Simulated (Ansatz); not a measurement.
Results of HSE06+SOC (Ansatz, a first-principles code, plane waves, PAW) for HfO₂ (P4₂/nmc, No. 137; high-temperature phase).

Settings: plane-wave cutoff 460 eV, 6×6×4 k mesh (along the axes of the cell as run), Fermi–Dirac smearing 0.01 eV, PAW data made under PBE.

Cell (relaxed with PBEsol):

HfO₂ is taken in the tetragonal space group P4₂/nmc, origin choice 1 (No. 137), Pearson symbol tP6. Cell: a = 3.567 Å, b = 3.567 Å, c = 5.166 Å, α = 90.00°, β = 90.00°, γ = 90.00°. Hf on 2a has 4 O at 2.062 Å and 4 O at 2.362 Å. O on 4d has 2 Hf at 2.062 Å and 2 Hf at 2.362 Å (tetrahedral). (Neighbours: up to the widest gap in distance over summed covalent radii, below 1.35, at either atom; cation-cation and far metal-metal contacts left out.)

Question: What does this level give for the band gap and smallest direct gap on the k points sampled?

Answer: 
band gap: 6.35 eV (indirect)
smallest direct gap on the k points sampled: 6.42 eV

Note: held by symmetry at 0 K, a high-temperature phase can be a saddle point; cell and atoms aren't relaxed at this level (pressure 1.7 GPa).

Static lattice: no zero-point or thermal effects.
